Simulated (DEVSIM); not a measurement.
System: Si n-p junction from an implanted or diffused profile, at 300 K.

| layer (left to right) | material | thickness (μm) | Na (cm⁻³) | τn (s) | τp (s) |
|---|---|---|---|---|---|
| 1 | Si | 8.20 | 2.7e15 | 4.6e-7 | 4.6e-7 |

Added donor profile: 2.2e18 cm⁻³ × exp(−(x − 0.038 μm)²/(2·(0.044 μm)²)). Left contact: ohmic. Right contact: ohmic. Voltage is applied to the left contact. Recombination: SRH at mid-gap, radiative, Auger. Gap narrowing is on: ΔEg = 6.92 meV × (l + √(l² + 0.5)), l = ln(N/1.3e17 cm⁻³), shared equally by both band edges. Mobility is μmin + (μ − μmin)/(1 + (N/Nref)^α).

This is a model device: material constants are rounded textbook-type values typed into the input, and sizes, dopings and lifetimes were drawn at random. Values at 300 K.

```csv
parameter,Si
gap (eV),1.124
affinity (eV),4.05
permittivity,11.7
Nc (cm⁻³),2.86e19
Nv (cm⁻³),3.1e19
μn (cm²/Vs),1417
μp (cm²/Vs),470
"μn,min",52
"μp,min",45
"Nref,n",9.7e16
"Nref,p",2.2e17
αn,0.68
αp,0.72
B (cm³/s),4.7e-15
Cn (cm⁶/s),2.8e-31
Cp (cm⁶/s),9.9e-32
```

Model (solved in DEVSIM): 1D drift-diffusion, Boltzmann statistics, complete ionisation; no tunnelling, impact ionisation, image-force lowering or self-heating.

The thickness of layer 1 was swept, all else fixed.

```json
[
 {"thickness of layer 1 (μm)": "1.6", "dark forward voltage at 1 A/cm² (V)": "0.517", "dark forward voltage at 100 A/cm² (V)": "0.649"},
 {"thickness of layer 1 (μm)": "2.9", "dark forward voltage at 1 A/cm² (V)": "0.537", "dark forward voltage at 100 A/cm² (V)": "0.673"},
 {"thickness of layer 1 (μm)": "4.9", "dark forward voltage at 1 A/cm² (V)": "0.552", "dark forward voltage at 100 A/cm² (V)": "0.695"},
 {"thickness of layer 1 (μm)": "8.2", "dark forward voltage at 1 A/cm² (V)": "0.566", "dark forward voltage at 100 A/cm² (V)": "0.721"},
 {"thickness of layer 1 (μm)": "14", "dark forward voltage at 1 A/cm² (V)": "0.580", "dark forward voltage at 100 A/cm² (V)": "0.754"},
 {"thickness of layer 1 (μm)": "25", "dark forward voltage at 1 A/cm² (V)": "0.594", "dark forward voltage at 100 A/cm² (V)": "0.811"},
 {"thickness of layer 1 (μm)": "41", "dark forward voltage at 1 A/cm² (V)": "0.606", "dark forward voltage at 100 A/cm² (V)": "0.891"}
]
```

From the first row to the last the dark forward voltage at 1 A/cm² goes from 0.517 to 0.606. From the first row to the last the dark forward voltage at 100 A/cm² goes from 0.649 to 0.891.
